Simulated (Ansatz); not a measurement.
Given:

```
GeS
1.0
   10.09656     0.00000     0.00000
    0.00000     3.64420     0.00000
    0.00000     0.00000     4.01941
Ge S
4 4
Direct
  0.11601   0.25000   0.11046
  0.38399   0.75000   0.61046
  0.88399   0.75000   0.88954
  0.61601   0.25000   0.38954
  0.85125   0.25000   0.50219
  0.64875   0.75000   0.00219
  0.14875   0.75000   0.49781
  0.35125   0.25000   0.99781
```

No spin polarisation.

Hole doping at 1.0×10^22 cm⁻³ (1.48 per cell), with a uniform compensating background at fixed cell and a 300 K Fermi–Dirac width.

Level of theory: Ansatz (a first-principles code) PBEsol-D3(BJ), spin-orbit coupling left out. k-mesh 5×13×12 (Γ-centred); smearing 0.0259 eV (Fermi–Dirac).

Problem. What is the computed gap between the host's bands?

Solution. 0.75 eV.

Problem. What is the computed Fermi level relative to the doped band's edge (positive inside the band; to 0.05 eV)?

Solution. +0.60 eV.

Carriers are added with a uniform compensating background; total energy and stress of such cells depend on the potential's zero and are not compared; many-body gap narrowing is missing at this level. No phonon test of stability was made. The cell was made from GeS in the GeS type structure (space group Pnma, No. 62; layered, stacked along the Cartesian x axis) by this change: holes 1.0×10^22 cm⁻³.
